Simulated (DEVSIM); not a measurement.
Structure: abrupt Si n-p junction, at 300 K.

Layer 1 from the left is Si, thickness (μm) 0.300, Nd (cm⁻³) 9.9e17, τn (s) 3.4e-6, τp (s) 3.4e-6. Layer 2 from the left is Si, thickness (μm) 61.0, Na (cm⁻³) 2e17, τn (s) 3.4e-6, τp (s) 3.4e-6.

Left contact: ohmic. Right contact: ohmic. Voltage is applied to the left contact. Recombination: SRH at mid-gap. Mobility is constant in doping.

Constants are typed, rounded textbook-type inputs, not results; the design itself was drawn at random and stands for no fabricated device. Values at 300 K.

Si: gap (eV) 1.124, affinity (eV) 4.05, permittivity 11.7, Nc (cm⁻³) 2.86e19, Nv (cm⁻³) 3.1e19, μn (cm²/Vs) 1417, μp (cm²/Vs) 470.

Simulated with DEVSIM: 1D drift-diffusion, Boltzmann statistics, complete ionisation; no tunnelling, impact ionisation, image-force lowering or self-heating.

Problem. What does the simulation give for the dark forward voltage at 1 A/cm², the potential step across the device at zero bias, the dark forward voltage at 100 A/cm², the largest field in the device at zero bias?

Solution. dark forward voltage at 1 A/cm² 0.660 V; potential step across the device at zero bias 0.907 V; dark forward voltage at 100 A/cm² 0.814 V; largest field in the device at zero bias 210000 V/cm.
